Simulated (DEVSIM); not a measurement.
System: Si p-i-n diode, at 250 K.

Layer 1 from the left is Si, thickness (μm) 0.290, Na (cm⁻³) 1.1e17, τn (s) 0.00051, τp (s) 0.00051. Layer 2 from the left is Si, thickness (μm) 6.20, Nd (cm⁻³) 3.6e13, τn (s) 0.00051, τp (s) 0.00051. Layer 3 from the left is Si, thickness (μm) 0.240, Nd (cm⁻³) 8.1e17, τn (s) 0.00051, τp (s) 0.00051.

Left contact: ohmic. Right contact: ohmic. Voltage is applied to the left contact. Recombination: SRH at mid-gap, radiative. Mobility is μmin + (μ − μmin)/(1 + (N/Nref)^α).

The device is made up for the run: typed textbook-type constants, with dimensions and the other settings drawn at random. Values at 300 K; Nc and Nv go as T^1.5, mobilities as T to minus their exponent, the gap by Varshni's rule with the affinity fixed.

Si: gap (eV) 1.124, affinity (eV) 4.05, permittivity 11.7, Nc (cm⁻³) 2.86e19, Nv (cm⁻³) 3.1e19, μn (cm²/Vs) 1417, μp (cm²/Vs) 470, μn,min 52, μp,min 45, Nref,n 9.7e16, Nref,p 2.2e17, αn 0.68, αp 0.72, T exponent of μn 2.3, T exponent of μp 2.2, B (cm³/s) 4.7e-15, Varshni α (eV/K) 0.000473, Varshni β (K) 636.

DEVSIM, 1D drift-diffusion, Boltzmann statistics, complete ionisation; no tunnelling, impact ionisation, image-force lowering or self-heating.

Problem. What does the simulation give for the dark forward voltage at 100 A/cm², the potential step across the device at zero bias, the dark forward voltage at 1 A/cm²?

Solution. dark forward voltage at 100 A/cm² 0.816 V; potential step across the device at zero bias 0.950 V; dark forward voltage at 1 A/cm² 0.702 V.
